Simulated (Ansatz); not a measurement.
The decay constant κ of evanescent states in the gap governs leakage through a thin film.

Here is the system:

```yaml
crystal:
  lattice:
    - [2.50644, 0.00000, 0.00000]
    - [0.00000, 6.61512, 0.00000]
    - [1.25322, 0.00000, 2.17064]
  atoms:
    - { symbol: B, position: [0.33333, 0.75000, 0.33333] }
    - { symbol: B, position: [0.66667, 0.25000, 0.66667] }
    - { symbol: N, position: [0.33333, 0.25000, 0.33333] }
    - { symbol: N, position: [0.66667, 0.75000, 0.66667] }
```

The cell was relaxed by PBE-D3(BJ); by r2SCAN it stands under a pressure of -1.3 GPa.

Transport runs along the normal of the first two printed cell vectors, the (100) plane of the conventional cell.

The gap is the functional's own, uncorrected, and κ follows it; spin-orbit coupling is left out. Mid-gap means the computed energy nearest the middle.

Q: Compute, with r2SCAN in Ansatz (a program for electronic structure), the band gap and the smallest decay constant κ at mid-gap.

A: Gap 4.80 eV on a 14×6×14 mesh; κ = 0.336 1/Å, at (0.000, 0.500) of the in-plane reciprocal vectors. At the zone centre the slowest state has κ = 0.34 1/Å.
